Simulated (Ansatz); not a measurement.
## Evanescent states of HfO2 (P4_2/nmc, 6 atoms a cell, 10.9 Å³ an atom, 4 GPa at this level) along the normal of (001)

The numbers are results of r2SCAN (plane waves, PAW; Ansatz, a first-principles code), not measurements.

The gap is the functional's own. No spin-orbit coupling. Mid-gap values are those at the computed energy nearest the middle.

Energies count from the valence-band top; κ is the least over a 8×8 mesh across the current.

```
E (eV)  κ (1/Å)  where
------  -------  -----
0.12      0.151      Γ
0.38      0.207      Γ
0.62      0.247      Γ
0.88      0.278      Γ
1.12      0.302      Γ
1.38      0.322      Γ
1.62      0.339      Γ
1.88      0.352      Γ
2.12      0.363      Γ
2.38      0.371      Γ
2.62      0.378      Γ
2.88      0.382      Γ
3.12      0.386      Γ
3.38      0.387      Γ
3.62      0.387      Γ
3.88      0.386      Γ
4.12      0.383      Γ
4.38      0.379      Γ
4.62      0.373      Γ
4.88      0.327      Γ
5.12      0.218      Γ
```

**Question.** How thick must the barrier be to attenuate the transmission by 10^8 when the electrodes' Fermi level lies at 3.62 eV, and what attenuation does that film give at 1.38 eV?

**Answer.** d = 8 ln 10 / (2 × 0.387) = 23.8 Å. At 1.38 eV it gives 8 × 0.322/0.387 = 6.7 decades.
